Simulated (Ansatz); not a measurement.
Take PtSe2 in the CdI2 type structure (space group P-3m1, No. 164; a = 3.772 Å, c = 4.821 Å; layered; relaxed with 0.1 eV smearing) as the base. Axes: x lies along a and z along c of the hexagonal cell.

The values are results of Ansatz (a program for electronic structure) PBE-D3(BJ), no spin-orbit coupling, not measurements.

Before the change:

The pressure comes out as 0.0 GPa.

Modification: biaxial strain +2.21 %, plane normal [001], relaxed out of plane (Cartesian); in-plane vectors clamped, the third vector and the atoms free.

### Question
What happens to the ratio −ε⊥/ε∥ and pressure?

### Answer
The ratio −ε⊥/ε∥ is 1.28; the pressure (mean of the normal stresses, compression positive) goes from zero to -2.8 GPa.

Stability against distortions was not tested. All final runs are without spin polarisation.
